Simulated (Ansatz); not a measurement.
**AlN: alloy series**

Start from AlN in the zinc blende structure (space group F-43m, No. 216; a = 4.370 Å).

The other end (x = 1) is GaN in the zinc blende structure (space group F-43m, No. 216): 11.38 Å³/atom, gap 2.17 eV; this end may not be an ambient phase.

Ga replaces a fraction x of Al; each row is one arrangement (x, atoms in the cell, starting space group or random), fully relaxed.

Level of theory: Ansatz (a program for electronic structure) r2SCAN, no spin-orbit coupling, earlier PAW set.

```csv
change,band gap,shortest interatomic distance,mixing energy
base,3.93 eV,189.2 pm,–
"x(Ga) = 0.25, 8 atoms, R3m",3.54 eV,188.2 pm,+4 meV/atom
"x(Ga) = 0.667, 6 atoms, I-4m2",2.93 eV,189.5 pm,+1 meV/atom
"x(Ga) = 0.667, 6 atoms, P3m1",2.81 eV,188.4 pm,+4 meV/atom
"x(Ga) = 0.75, 8 atoms, R3m",2.62 eV,188.5 pm,+4 meV/atom
"x(Ga) = 0.75, 8 atoms, Cm",?,188.5 pm,+1 meV/atom
```

Question: What belongs in the blanks?

Answer: 
- x(Ga) = 0.75, 8 atoms, Cm, band gap: 2.72 eV

Each cell is one ordered arrangement of few atoms, which overstates ordering effects compared with a random alloy. Whether these cells are dynamically stable was not tested. This is not the structure that AlN has at room temperature and ambient pressure. This is not the structure that GaN has at room temperature and ambient pressure.
